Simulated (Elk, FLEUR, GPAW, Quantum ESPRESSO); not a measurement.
# GdTl (Pm-3m, 2 atoms in the cell) computed with different codes at matched settings

Self-consistent single point.

```
CELL_PARAMETERS angstrom
      3.81356     0.00000     0.00000
      0.00000     3.81356     0.00000
      0.00000     0.00000     3.81356
ATOMIC_POSITIONS crystal
  Gd 0.00000 0.00000 0.00000
  Tl 0.50000 0.50000 0.50000
```
Moments meant for the start (each program seeds them in its own way; μB, in the order of the atoms Gd Tl): 7.0 0.0.

All programs got the same cell, k-point mesh and kind of occupations, and the same starting moments (in FLEUR's words: jspins = 2; fermiSmearingEnergy = 0.00499791 Htr; mesh (inpgen div1-3) = 9 9 9); potentials, basis and cutoffs are each program's usual ones.

```tsv
code	model	size of the net moment (μB/atom)	cutoff
FLEUR	LDA (Perdew-Zunger), all-electron FLAPW (FLEUR), scalar-relativistic valence	3.54	Kmax 3.8 1/bohr
Quantum ESPRESSO	LDA (PZ), SSSP 1.1.2 efficiency (PBE) pseudopotentials	3.56	50 Ry
GPAW	LDA (Perdew-Wang 92), GPAW PAW datasets LDA (gpaw-data 1.0.1)	3.58	800 eV
Elk	LDA (PW92), all-electron FP-LAPW, Elk's shipped species files, APW+lo basis with extra local orbitals	3.53	rgkmax 8
```

The spread over the programs that give each value: size of the net moment within 0.05 μB/atom.

The starting cell comes from a database of computed structures (which also holds hypothetical and non-ambient phases and stackings), without a prior relaxation at this level. On FLEUR's run: Spin-orbit coupling is off. With one magnetic atom in the cell only a parallel order is possible. With U or open f shells several self-consistent states can exist. The f electrons are in the valence without U or exact exchange, which can misplace them near the Fermi level. Spin-orbit terms, which matter for f shells, are left out. Values depend on the basis (sphere radii, cutoffs, local orbitals), which need not be converged.

Problem. Why do the programs differ, and what cannot be compared?

Solution. Differences of this kind can come from the potentials, where these differ, and from what each basis and cutoff leave unconverged. The zero of total energies and Fermi levels follows the potentials and each program's conventions, so they are not compared here. FLEUR and Elk treat all electrons, but the usual bases taken here (sphere radii, linearisation, local orbitals, empty states) were not tested for convergence, so the values are no reference for the others. The same LDA comes in different parametrisations, which differ slightly. Site moments depend on each program's spheres or projections; the total moment of the cell does not.

Left out of this page: Ansatz (with a known weakness of the program).
